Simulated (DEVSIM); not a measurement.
Device: abrupt Si n-p junction, at 400 K.

Layer 1 from the left is Si, thickness (μm) 1.90, Nd (cm⁻³) 1.2e16, τn (s) 0.00061, τp (s) 0.00061. Layer 2 from the left is Si, thickness (μm) 66.0, Na (cm⁻³) 1.2e15, τn (s) 0.00061, τp (s) 0.00061.

Left contact: ohmic. Right contact: ohmic. Voltage is applied to the left contact. Recombination: SRH at mid-gap. Mobility is μmin + (μ − μmin)/(1 + (N/Nref)^α).

Constants are typed, rounded textbook-type inputs, not results; the design itself was drawn at random and stands for no fabricated device. Values at 300 K; Nc and Nv go as T^1.5, mobilities as T to minus their exponent, the gap by Varshni's rule with the affinity fixed.

Si: gap (eV) 1.124, affinity (eV) 4.05, permittivity 11.7, Nc (cm⁻³) 2.86e19, Nv (cm⁻³) 3.1e19, μn (cm²/Vs) 1417, μp (cm²/Vs) 470, μn,min 52, μp,min 45, Nref,n 9.7e16, Nref,p 2.2e17, αn 0.68, αp 0.72, T exponent of μn 2.3, T exponent of μp 2.2, Varshni α (eV/K) 0.000473, Varshni β (K) 636.

Model (solved in DEVSIM): 1D drift-diffusion, Boltzmann statistics, complete ionisation; no tunnelling, impact ionisation, image-force lowering or self-heating.

Dark forward current:

```tsv
|V| (V)	|J| (A/cm²)
0.05	0.0001114
0.10	0.0005851
0.15	0.002593
0.20	0.01098
0.25	0.04417
0.30	0.1566
0.35	0.4458
0.40	1.012
0.45	1.929
0.50	3.246
0.55	4.995
0.60	7.196
0.65	9.864
0.70	13.01
0.75	16.64
0.80	20.75
0.85	25.36
0.90	30.45
0.95	36.05
1.00	42.13
1.05	48.71
1.10	55.79
1.15	63.35
1.20	71.41
1.25	79.95
1.30	88.99
```

Problem. Work out the local ideality factor n = ΔV / (kT/q · ln(J2/J1)) between the rows 0.15 and 0.20 V, 1.25 and 1.30 V.

Solution. kT/q = 34.47 mV. From 0.15 to 0.20 V: ln(0.01098/0.002593) = 1.443, n = 1.01, near the 1 of diffusion or emission over a barrier. From 1.25 to 1.30 V: ln(88.99/79.95) = 0.107, n = 13.54.

Problem. Estimate the current at 0.20 V from the Shockley equation with J0 = Σ q ni² D/(N L) coth(W/L), τ joining the SRH, radiative and Auger lifetimes that are on, and W taken as the whole layer.

Solution. ni² = 3.22e25 cm⁻⁶; holes in the n layer: μ = 225 cm²/Vs, D = 7.75 cm²/s, τ = 0.000610 s, L = 688 μm, W/L = 0.0028, term 1.76e-5 A/cm²; electrons in the p layer: μ = 697 cm²/Vs, D = 24.0 cm²/s, τ = 0.000610 s, L = 1210 μm, W/L = 0.055, term 1.57e-5 A/cm². J0 = 3.33e-5 A/cm², and J = J0 exp(qV/kT) = 0.0110 A/cm². The simulation gives 0.0110 A/cm², the same within the digits that matter. The estimate leaves out recombination in the depletion region and that region's share of W.
